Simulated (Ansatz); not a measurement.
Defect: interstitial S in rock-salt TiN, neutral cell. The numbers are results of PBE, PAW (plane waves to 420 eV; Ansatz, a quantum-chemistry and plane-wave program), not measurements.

Cell of 64 host sites held at the relaxed PBE lattice; a 2×2×2 k-point mesh shifted by half a step; Fermi-Dirac width 0.10 eV, spin-restricted; finite-size errors left in. Static, classical nuclei. Sites that were not tried may lie lower.

Barriers: single points on a 4×4×4 k-point mesh shifted by half a step at the bands' geometries (they differ from the bands' own by up to 0.15 eV, and are uncertain by about as much).

Relaxed starting cell (atoms counted from 1):

```xyz
65
Lattice="8.4938 0.0000 0.0000 0.0000 8.4938 0.0000 0.0000 0.0000 8.4938" Properties=species:S:1:pos:R:3 pbc="T T T"
Ti    -0.0461    -0.0389     0.0111
Ti    -0.0336    -0.0264     4.3295
Ti    -0.0042     4.2111     0.0325
Ti    -0.0023     4.2461     4.2879
Ti     4.2044     0.0029     0.0327
Ti     4.2392     0.0046     4.2878
Ti     4.1545     4.1615    -0.1432
Ti     4.2088     4.2164     4.4706
N      2.0710    -0.0122     0.0355
N      2.0902    -0.0115     4.2915
N      2.0886     4.2296     0.0180
N      2.0789     4.2311     4.3028
N      6.3294    -0.0594     0.0523
N      6.3462    -0.0122     4.3106
N      6.5015     4.0860    -0.1198
N      6.3637     4.2296     4.2931
Ti    -0.0021     2.1009     2.1425
Ti    -0.0335     2.0593     6.4152
Ti    -0.0042     6.3563     2.1774
Ti    -0.0460     6.3776     6.4277
Ti     4.2086     1.9180     2.1730
Ti     4.2392     2.1009     6.3839
Ti     4.1545     6.5315     2.2271
Ti     4.2043     6.3563     6.3859
N      2.0788     2.0859     2.1578
N      2.0903     2.0974     6.4003
N      2.0887     6.3707     2.1593
N      2.0709     6.3533     6.4009
N      6.3637     2.0956     2.1592
N      6.3462     2.0781     6.4008
N      6.5013     6.5085     2.3028
N      6.3294     6.3364     6.4480
Ti     2.0939     0.0047     2.1425
Ti     2.0521    -0.0264     6.4153
Ti     1.9112     4.2163     2.1729
Ti     2.0938     4.2461     6.3841
Ti     6.3491     0.0029     2.1773
Ti     6.3706    -0.0389     6.4278
Ti     6.5249     4.1614     2.2272
Ti     6.3493     4.2111     6.3859
N     -0.0161    -0.0089     2.1669
N     -0.0305    -0.0234     6.4122
N     -0.0462     4.2240     2.1646
N     -0.0160     4.2218     6.3977
N      4.2171    -0.0396     2.1646
N      4.2148    -0.0089     6.3978
N      5.1079     5.1145     1.2739
N      4.2171     4.2240     6.4279
Ti     2.0893     2.0962     0.0284
Ti     2.0841     2.0910     4.2976
Ti     2.0884     6.3636     0.0252
Ti     2.0892     6.3607     4.2925
Ti     6.3566     2.0953     0.0251
Ti     6.3533     2.0963     4.2924
Ti     6.2791     6.2862     0.1026
Ti     6.3565     6.3635     4.2933
N     -0.0191     2.0781     0.0355
N     -0.0186     2.0974     4.2914
N     -0.0663     6.3364     0.0523
N     -0.0192     6.3533     4.3108
N      4.2225     2.0956     0.0181
N      4.2239     2.0859     4.3029
N      4.0789     6.5084    -0.1195
N      4.2224     6.3707     4.2930
S      4.1314     4.1381     2.2504
```

End state 1 differs by these moves (Å; atoms that move under 0.08 Å are left out):

| atom | element | Δx | Δy | Δz |
|---|---|---|---|---|
| 7 | Ti | 0.00 | 0.13 | 0.00 |
| 15 | N | 0.00 | 0.28 | 0.00 |
| 29 | N | 0.14 | -0.15 | 0.14 |
| 31 | N | -0.14 | -0.15 | -0.14 |
| 39 | Ti | 0.00 | 0.13 | 0.00 |
| 47 | N | 0.00 | -1.78 | 0.00 |
| 53 | Ti | -0.08 | 0.07 | 0.08 |
| 55 | Ti | 0.08 | 0.07 | -0.08 |
| 61 | N | -0.14 | -0.15 | -0.14 |
| 63 | N | 0.14 | -0.15 | 0.14 |
| 65 | S | 0.00 | 0.18 | 0.00 |

### Question
Give the forward and backward barriers to end state 1 at the level PBE, PAW.

### Answer
forward 0.96 eV, backward 0.96 eV; at the saddle point atom 47 has neighbours S at 1.59; 2 Ti at 1.86 Å. The saddle point's order was not checked, and it lies on a symmetry element of the cell, where a band can be held.
